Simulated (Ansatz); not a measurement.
For Pd (Im-3m, No. 229, 1 atom in the cell; start mp-2646977; another form than the element's usual one), PBEsol in Ansatz (plane waves, PAW) gives:

equilibrium lattice constant a: 3.084 Å
bulk modulus B0: 200 GPa
cohesive energy: 4.39 eV/atom

Question: What does r²SCAN in Ansatz (plane waves, PAW) give for the same quantities?

Answer: 
- lattice constant a: 3.110 Å (increases by 0.8 %)
- bulk modulus: 181 GPa (shrinks by 9.5 %)
- cohesive energy: 4.04 eV/atom (drops by 0.35 eV/atom)

Changes are worked out from the printed values.

Unless a cell is named, each level is at its own relaxed cell (PBEsol 14.67, r²SCAN 15.04 Å³/atom).

The crystal itself was run without spin with PBEsol, r²SCAN; a magnetic state was not tried in these runs.

Caveats: the bulk modulus is −V dP/dV from two relaxed cells at ±2 % in volume (PBEsol, r²SCAN); the relaxation could not lower the start's symmetry, so the cell can be a saddle point above a distorted one (PBEsol, r²SCAN). Ansatz's density-functional and Hartree–Fock values are scalar-relativistic unless marked +SOC, with PAW data made under PBE.

A start named mp-… is a Materials Project structure, which need not be a measured phase.

Ansatz is a first-principles code.
